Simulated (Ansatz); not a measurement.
**SnO: 2 layers**

Take SnO in the litharge type structure (space group P4/nmm, No. 129; a = 3.7701 Å, c = 4.5599 Å; layered, stacked along the Cartesian z axis) as the base.

Perturbation: a free-standing slab of 2 layers (8 atoms, 4 a layer) is cut normal to the stacking axis, with 15 Å of vacuum and the in-plane cell relaxed.

Computed with PBEsol-D3(BJ) (Ansatz, a quantum-chemistry and plane-wave program; PAW; 420 eV plane waves; scalar-relativistic without spin-orbit coupling). Γ-centred 12×12×1 mesh, Fermi–Dirac width 0.05 eV, for the changed cell.

```tsv
quantity	base	changed	shift
layer's space group (with vacuum)	–	P4/nmm (No. 129)	–
band gap	zero	0.68 eV	–
gap character	–	indirect, k = (0.083, 0.083, 0) in the run's primitive reciprocal basis → M	–
excess energy per area of both faces (slab less bulk energy over the cell's area: twice a surface energy) (uncertain by up to 0.09 J/m²)	–	0.9 J/m²	–
thickness between the outermost nuclei	–	6.97 Å	–
in-plane lattice parameter a	3.770 Å	3.768 Å	-0.002 Å
```

Slab and bulk use different k-meshes, which limits the precision of the excess energy. Whether these cells are dynamically stable was not tested. The final runs are not spin-polarised. The zero or small gap of SnO can change with the level of theory.
